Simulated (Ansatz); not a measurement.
Base system: Nb$_{2}$InC (space group P6_3/mmc, No. 194; a cell from a computed database, its experimental status unchecked).

```yaml
crystal:
  lattice:
    - [3.15876, 0.00000, 0.00000]
    - [-1.57938, 2.73556, 0.00000]
    - [0.00000, 0.00000, 14.33120]
  atoms:
    - { symbol: Nb, position: [0.66667, 0.33333, 0.91739] }
    - { symbol: Nb, position: [0.33333, 0.66667, 0.08261] }
    - { symbol: Nb, position: [0.33333, 0.66667, 0.41739] }
    - { symbol: Nb, position: [0.66667, 0.33333, 0.58261] }
    - { symbol: In, position: [0.66667, 0.33333, 0.25000] }
    - { symbol: In, position: [0.33333, 0.66667, 0.75000] }
    - { symbol: C, position: [0.00000, 0.00000, 0.00000] }
    - { symbol: C, position: [0.00000, 0.00000, 0.50000] }
```

Level of theory: PBEsol in Ansatz (plane waves to 420 eV, PAW, no spin-orbit coupling).

One change was made to it. Results:

| quantity | base | after |
|---|---|---|
| volume per atom | 15.48 Å³ | 15.27 Å³ |
| c/a ratio | 4.537 | 4.574 |
| band gap | zero | zero |

**Question.** Which of these changes matches the shifts?
(A) C → O
(B) Nb → Ta
(C) Nb → Ga

**Answer.** B, Nb → Ta. For comparison, the volume per atom in the other runs: C → O gives 14.77 Å³; Nb → Ga gives 15.70 Å³.

Whether these cells are dynamically stable was not tested. As relaxed here, Nb2InO and InGa2C are hypothetical phases, not in the database extracts checked. For Ta2InC in this form, whether it has been made was not checked. No Hubbard U is applied, and correlation can decide whether such a compound is a metal. The final runs are not spin-polarised.

Ansatz is an electronic-structure program.
